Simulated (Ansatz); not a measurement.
The starting structures come from a database of crystals and need not be the phases stable at ambient conditions.

By PBEsol, the system below comes out a metal.

A figure of merit of an interconnect metal is its ballistic conductance per area.

Input:

```
Cu2Te
1.0
    7.32002     0.00000     0.00000
    0.00000     8.16232     0.00000
    3.66001     0.00000     2.11311
Cu Te
4 2
Direct
  0.33333   0.15288   0.00000
  0.66667   0.84712   0.00000
  0.66667   0.15288   0.00000
  0.33333   0.84712   0.00000
  0.00000   0.28032   0.00000
  0.00000   0.71968   0.00000
```

Space group of this cell: P6/mmm. The cell was relaxed by PBE-D3(BJ); by PBEsol its mean pressure is -0.8 GPa.

The current flows along the normal of the first two printed cell vectors, the (110) plane of the conventional cell. No spin-orbit coupling; the value is a mean over 0.1 eV about the Fermi level.

Question: Give the ballistic conductance per area that PBEsol in Ansatz (a program for electronic structure) yields.

Answer: 0.43 × 10¹⁵ S/m² for both spins.
